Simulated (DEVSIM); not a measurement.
System: abrupt Si n-p junction, at 300 K.

```tsv
layer (left to right)	material	thickness (μm)	Nd (cm⁻³)	Na (cm⁻³)	τn (s)	τp (s)
1	Si	0.670	2e18	-	1.8e-6	1.8e-6
2	Si	7.00	-	1.2e17	1.8e-6	1.8e-6
```

Left contact: ohmic. Right contact: ohmic. Voltage is applied to the left contact. Recombination: SRH at mid-gap. Mobility is constant in doping.

The device is made up for the run: typed textbook-type constants, with dimensions and the other settings drawn at random. Values at 300 K.

| parameter | Si |
|---|---|
| gap (eV) | 1.124 |
| affinity (eV) | 4.05 |
| permittivity | 11.7 |
| Nc (cm⁻³) | 2.86e19 |
| Nv (cm⁻³) | 3.1e19 |
| μn (cm²/Vs) | 1417 |
| μp (cm²/Vs) | 470 |

Simulated with DEVSIM: 1D drift-diffusion, Boltzmann statistics, complete ionisation; no tunnelling, impact ionisation, image-force lowering or self-heating.

The thickness of layer 2 was swept, all else fixed.

```tsv
thickness of layer 2 (μm)	dark forward voltage at 1 A/cm² (V)	dark forward voltage at 100 A/cm² (V)
1.4	0.617	0.736
2.4	0.630	0.750
4.2	0.644	0.764
7	0.655	0.776
12	0.666	0.789
21	0.676	0.802
35	0.683	0.818
```

From the first row to the last the dark forward voltage at 1 A/cm² goes from 0.617 to 0.683. From the first row to the last the dark forward voltage at 100 A/cm² goes from 0.736 to 0.818.
